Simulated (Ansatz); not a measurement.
An Ansatz (a program for electronic structure) input (plane-wave PAW DFT at the PBE level (Ansatz, 420 eV), without spin-orbit coupling):

Ansatz 0.2 input:
```yaml
crystal:
  lattice:
    - [5.7556436649, 0, -4.6549759535]
    - [-2.8778218324, 4.9845336289, 0]
    - [5.7556436649, 0, 4.6549759535]
  atoms:
    - { symbol: Ti, position: [0.2933536108, 0.6622023155, 0.5464943049] }
    - { symbol: Ti, position: [0.7938335495, 0.6629276755, 0.0423865904] }
    - { symbol: Ti, position: [0.7119935406, 0.8284428591, 0.4570487218] }
    - { symbol: Ti, position: [0.2174891015, 0.8284555549, 0.9573406399] }
    - { symbol: Ti, position: [0.0480055768, 0.1712058566, 0.2963046915] }
    - { symbol: Ti, position: [0.5443629201, 0.1665761915, 0.7920687515] }
    - { symbol: Ti, position: [0.7083500644, 0.3365351057, 0.4596953178] }
    - { symbol: Ti, position: [0.2074805995, 0.3355399081, 0.9616797994] }
    - { symbol: Ti, position: [0.292948229, 0.1792558788, 0.5419915394] }
    - { symbol: Ti, position: [0.7848399046, 0.1664742345, 0.0439249839] }
    - { symbol: Ti, position: [0.9547562157, 0.831204084, 0.7072319116] }
    - { symbol: Ti, position: [0.454729529, 0.8348889689, 0.2078236968] }
    - { symbol: Al, position: [0.0423966372, 0.6676956332, 0.2915824594] }
    - { symbol: Al, position: [0.5405382426, 0.667972303, 0.7886879918] }
    - { symbol: Al, position: [0.9585946417, 0.3374271615, 0.710972222] }
    - { symbol: Al, position: [0.4560432344, 0.3358917565, 0.2067602467] }
    - { symbol: Li, position: [0.0013404431, 0.0830661137, 0.0033079763] }
basis: { ecutwfc: 420, ecutrho_ratio: 4, xc_grid: 2, fft_grid_basis: typed }
kpoints: { mp_grid: { grid: [7, 7, 7] } }
hamiltonian:
  xc: pbe
  dispersion: none
  pseudopotentials: { kind: paw }
scf: { occupations: { method: fermi_dirac, width: 0.05 }, convergence: { dr2_threshold: 0.0000000017 } }
relax: { f_tol: 0.02, max_steps: 45 }
output: { forces: true, stress: true }
checkpoint: { write: state.ck, write_every: 1000 }
```

Which symmetry and how many k-points will the program report, and about how many plane waves at Γ?

Space group P1 (ITA 1) with 1 operations, k-points 172 of 343, and 5287 plane waves at Γ.

And the final pressure?

5.50 GPa (compression positive).

In so small a cell the defect repeats every few ångströms: this is an ordered compound, not a dilute defect. The final runs are not spin-polarised. The cell was made from Ti3Al (space group P6_3/mmc, No. 194) by this change: Li interstitial (started 1.74 Å from the nearest host atom). The defect cell is not spin-polarised.
